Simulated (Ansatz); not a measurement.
For CsCl-type LiH (model structure), PBEsol (plane waves, PAW; Ansatz, an electronic-structure program) gives:

| Quantity | Result |
|---|---|
| equilibrium lattice constant a | 2.491 Å |
| formation enthalpy | -0.222 eV/atom |

Q: What does r²SCAN (Ansatz, PAW) give for the same quantities?

A: 
- lattice constant a: 2.502 Å (rises by 0.4 %)
- formation enthalpy: -0.227 eV/atom (moves by -0.005 eV/atom)

Changes are worked out from the printed values.

Unless a cell is named, each level is at its own relaxed cell (PBEsol 7.73, r²SCAN 7.83 Å³/atom).

Ansatz's density-functional and Hartree–Fock values are scalar-relativistic unless marked +SOC, with PAW data made under PBE.

A model structure was made by putting elements into a prototype or built by hand; it is no filed structure, need not be a known phase, and can be a saddle point held by its symmetry.
